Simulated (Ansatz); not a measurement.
## Hypothetical diamond Cu: pressure series

Base system: Cu in the diamond structure (space group Fd-3m, No. 227; a = 5.3514 Å; a hypothetical phase, not in the database extracts checked).

Cell and atoms are relaxed at each pressure.

Levels (all Ansatz, a quantum-chemistry and plane-wave program, PAW): PBE (420 eV, no spin-orbit coupling); PBEsol (420 eV, scalar-relativistic without spin-orbit coupling).

The base cell above is that of PBE; each level relaxes its own structures.

| case | shortest interatomic distance, PBE | shortest interatomic distance, PBEsol |
|---|---|---|
| pressure −2 GPa | 2.349 Å | 2.289 Å |
| pressure −1 GPa | 2.332 Å | 2.276 Å |
| pressure 0.3 GPa | 2.313 Å | 2.262 Å |
| pressure 0.7 GPa | 2.308 Å | 2.257 Å |
| pressure 1.5 GPa | 2.297 Å | 2.249 Å |
| pressure 3 GPa | 2.280 Å | 2.235 Å |
| pressure 5 GPa | 2.259 Å | 2.218 Å |
| pressure 7.5 GPa | 2.237 Å | 2.199 Å |
| pressure 10 GPa | 2.218 Å | 2.182 Å |

PBE lies above PBEsol in every row, by 0.035 Å to 0.060 Å. They put the cases in the same order.

Load acts through the strain it causes; cell and atoms are relaxed under it. Stability against distortions was not tested. Competing high-pressure phases were not computed. The final runs are not spin-polarised.
